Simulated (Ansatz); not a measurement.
The parent structure is MoS₂ in the 3R-MoS2 type structure (space group R3m, No. 160; a = 3.153 Å, c = 17.994 Å (hexagonal axes); layered, stacked along the Cartesian z axis).

Levels (all Ansatz, a program for electronic structure, PAW, earlier PAW set): PBE-D3(BJ) (420 eV, no SOC); HSE06+SOC (420 eV, with spin-orbit coupling).

Its gap is 0.77 eV with PBE-D3(BJ) and 1.27 eV with HSE06+SOC.

It is then changed as follows: every lattice vector is shortened by 1.86 %; the atoms relax in the strained cell.

With PBE-D3(BJ) the gap becomes 0.64 eV.

**Question.** If the HSE06+SOC correction stayed the same, what would the HSE06+SOC gap be, and what does the HSE06+SOC run give?

**Answer.** A rigid correction of +0.50 eV gives 1.14 eV. The HSE06+SOC run gives 1.12 eV, so the two effects roughly add.

Single points use the geometry relaxed with PBE-D3(BJ). HSE06 was sampled on its mesh, a few special points and the semilocal edge points, so its gap is an upper bound. The spin-orbit shifts are approximate. No phonon test of stability was made.
